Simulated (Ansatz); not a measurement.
# fcc Cu (0 0 1) on diamond (0 0 1) (film strained to the substrate, faces as cut)

A periodic stack without vacuum, fcc Cu (0 0 1) on diamond (0 0 1) (film strained to the substrate, faces as cut): substrate slab C16, film Cu6, surface cells [[1, 0], [1, 1]] and [[1, 0], [1, 1]], film strained by -1.6 and -1.6 %, faces C/C and Cu/Cu as cut (like faces can put a slab off its formula).

The start was prepared with a machine-learned potential, and the result is one local minimum, with the in-plane cell held and forces under 0.04 eV/Å; the film can end far from its bulk form.

The numbers are results of PBE (plane waves to 420 eV, PAW; Ansatz, a program for electronic structure), not measurements. No spin–orbit coupling; the runs are not spin-polarised; PBE gaps are too small against experiment. Its k-point mesh 12×12×1, Fermi–Dirac width 0.05 eV.

interface area: 6.4 Å²
period: 25.72 Å
gaps between the outermost planes at the two interfaces: 1.53 and 1.53 Å
C–Cu contacts across the interfaces within 1.22 times the sum of covalent radii: 4, mean 1.99 Å
hole barrier (PBE): 0.53 eV
electron barrier (PBE): 3.60 eV

```
Cu3C8
1.0
    2.52541     0.00004    -0.02976
    0.00008     2.52542     0.01927
   -0.94297    -0.21642    25.73568
C Cu
16 6
Direct
  0.90476   0.00106   0.06343
  0.38868   0.00070   0.03096
  0.43945   0.50194   0.13364
  0.92244   0.50150   0.09917
  0.97368   0.00280   0.20311
  0.45660   0.00235   0.16843
  0.50781   0.50366   0.27253
  0.99075   0.50321   0.23783
  0.04189   0.00444   0.34195
  0.52485   0.00405   0.30724
  0.57596   0.50514   0.41135
  0.05893   0.50479   0.37667
  0.10997   0.00569   0.48060
  0.59303   0.00543   0.44614
  0.64350   0.50608   0.54882
  0.12752   0.50587   0.51635
  0.20881   0.50244   0.68198
  0.67258   0.00567   0.60840
  0.28142   0.49832   0.82571
  0.74491   0.99974   0.75407
  0.35807   0.49975   0.97137
  0.81877   0.99828   0.89779
```
